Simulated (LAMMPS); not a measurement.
LAMMPS 22 Jul 2025, classical MD, Buckingham with full ionic charges: MgO, 1728 atoms.

- task: MD, nve
- potential: Buckingham with full ionic charges
- copies of the repeat unit: 6×6×6
- shape (slab and sphere leave vacuum in the box): bulk
- temperature: 1200 K
- steps: 2000
- timestep: 1 fs
- neighbor skin: 2 Å
- neigh_modify: every 1 delay 0 check yes
- thermo: 100
- kspace_style: pppm
- kspace_accuracy: 0.0001
- pair cutoff: 10 Å
- newton: on (default)
- atom_modify sort (bins of 2 Å where set): 1000 (default)
- comm_style: brick (default)
- kspace_modify: order 5 diff ik (default)
- box: 25.3 × 25.3 × 25.3 Å
- start: generated rock salt lattice, warmed in an untimed run
- compared values: energy and forces of the first step, drift over the run

Hardware: Arm Neoverse V2, 96 cores on 1 socket, no SMT, 1 L3 cache group.

Each time is the median wall time of two to five repeats, run one at a time on the otherwise empty machine; start-up is included. Processes are pinned to neighbouring cores unless said otherwise. The times hold for this build (PyPI wheel: MPICH, OPENMP and OPT packages). Scratch files lie in a memory file system. A preparatory run goes ahead and isn't timed.

Started as
```bash
# ahead of the timed run: OMP_NUM_THREADS=1 mpirun -np 48 lmp -in in.warm -log none -nocite
OMP_NUM_THREADS=1 mpirun -np 32 lmp -in in.lmp -log log.lammps -nocite
```
(32 ranks, thermo = 100) it takes 1.3 s and 0 neighbour list builds.

**Question.** Predict the time once the run is changed to thermo = 1.

**Answer.** About 1.7 s (3 runs within 1 %): 1.3× as long. The largest move is in pair forces (Pair): 0.51 s to 0.79 s. Change in the result: energy equal as printed, forces on 48 atoms equal as printed, drift of the total energy equal as printed.
